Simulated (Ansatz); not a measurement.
## Sn3O4 (model structure, within 0.1 Å of Pbam, No. 55, 14 atoms in the cell)

These are PBE+SOC in Ansatz (plane waves, PAW) values and carry that method's errors.

Settings: plane-wave cutoff 520 eV, 18×6×8 k mesh (along the axes of the cell as run), Fermi–Dirac smearing 0.05 eV, PAW data made under PBE.

Cell (relaxed with PBEsol):

Sn₃O₄ has the orthorhombic space group Pbam (No. 55), Pearson symbol oP14. Conventional cell: a = 7.9431 Å, b = 8.9621 Å, c = 3.2374 Å, α = β = γ = 90.00°. Sn1 on 4h is coordinated by 3 O at 2.161–2.189 Å (trigonal pyramidal). Sn2 on 2c is surrounded by 6 O at 2.062–2.112 Å (octahedral). O1 on 4g sees 3 Sn at 2.062–2.161 Å (trigonal pyramidal). O2 on 4h sees 3 Sn at 2.112–2.189 Å (trigonal pyramidal). (Neighbours: up to the widest gap in distance over summed covalent radii, below 1.35, at either atom; cation-cation and far metal-metal contacts left out.)

```
Property                       Result
--------  ---------------------------
band gap  0.97 eV (on the SCF k mesh)
Γ–Γ gap                       1.81 eV
```

Note: cell and atoms aren't relaxed at this level (largest force component 0.23 eV/Å, pressure 4.3 GPa).

Computed values are for the static lattice.

It cost roughly 40 core-minutes of CPU time.

A model structure was made by putting elements into a prototype or built by hand; it is no filed structure, need not be a known phase, and can be a saddle point held by its symmetry.

Ansatz is a quantum-chemistry and plane-wave program.
